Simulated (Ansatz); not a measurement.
# Response to strain in Mo

Start from Mo in the bcc (W type) structure (space group Im-3m, No. 229; relaxed with 0.1 eV smearing).

```yaml
crystal:
  lattice:
    - [-1.57562, 1.57562, 1.57562]
    - [1.57562, -1.57562, 1.57562]
    - [1.57562, 1.57562, -1.57562]
  atoms:
    - { symbol: Mo, position: [0.00000, 0.00000, 0.00000] }
```

Cartesian axes are those of the cell as printed.

Strains are applied to the cell and any free atomic positions relax; under biaxial strain the out-of-plane vector relaxes too.

Computed with r2SCAN, PAW, 500 eV (Ansatz, a program for electronic structure; no spin-orbit coupling), earlier PAW set.

Candidates:
(a) uniaxial strain ε_yy = −2.73 %
(b) biaxial strain −1.76 %, plane normal [111], relaxed out of plane
(c) biaxial strain −3.71 %, plane normal [001], relaxed out of plane

Notes on the quantities. energy relative to the base: free energy F.

Order them by energy relative to the base, highest first.

(c) biaxial strain −3.71 %, plane normal [001], relaxed out of plane (+78 meV/atom), (a) uniaxial strain ε_yy = −2.73 % (+19 meV/atom), (b) biaxial strain −1.76 %, plane normal [111], relaxed out of plane (+13 meV/atom)

Whether these cells are dynamically stable was not tested. The final runs are not spin-polarised.
